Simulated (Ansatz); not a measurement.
## Pressure series in CsPbBr3

Base system: CsPbBr3 in the cubic perovskite structure (space group Pm-3m, No. 221; a = 5.8721 Å).

Cell and atoms are relaxed at each pressure.

Method: PBEsol, PAW, 420 eV (Ansatz, a first-principles code; no SOC).

Q: Only one of these keeps a band gap. Which?
A) pressure −2 GPa
B) pressure 45 GPa
C) pressure 60 GPa

A: A, pressure −2 GPa. Computed: pressure 60 GPa: zero; pressure −2 GPa: 1.86 eV; pressure 45 GPa: zero

A case with no gap was solved on a k-mesh chosen for an insulator, which is coarse for it. With Pb present, leaving out spin-orbit coupling can change the band edges. Load acts through the strain it causes; cell and atoms are relaxed under it. Whether these cells are dynamically stable was not tested. No other phases were tried under pressure. All final runs are without spin polarisation. Many cubic perovskites are stable only at high temperature; tilts and polar distortions were not tested. This is not the structure that CsPbBr3 has at room temperature and ambient pressure. A zero or small gap of CsPbBr3 under pressure 60 GPa and CsPbBr3 under pressure 45 GPa can be the functional's error rather than a property of the material.
